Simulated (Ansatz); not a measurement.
The reference is Cs in the bcc (W type) structure (space group Im-3m, No. 229; relaxed with 0.1 eV smearing).

```
Cs
1.0
   -3.00358     3.00358     3.00358
    3.00358    -3.00358     3.00358
    3.00358     3.00358    -3.00358
Cs
1
Cartesian
  0.00000   0.00000   0.00000
```

Cartesian axes are those of the cell as printed.

Method: PBEsol (Ansatz, a program for electronic structure; PAW; 420 eV plane waves; scalar-relativistic without spin-orbit coupling).

Modification: tensor shear ε_xy = +1.71 % (engineering shear γ = 0.0342), atoms relaxed at fixed cell.

Problem. How does this affect the stress and energy relative to the base?

Solution. The stress (xx, yy, zz, yz, xz, xy; compression positive) amounts to (0.0, 0.0, 0.0, 0.0, 0.0, -0.1) GPa; the energy grows by 0.6 meV/atom.

The cells carry an imposed strain or load. No phonon test of stability was made. All final runs are without spin polarisation.
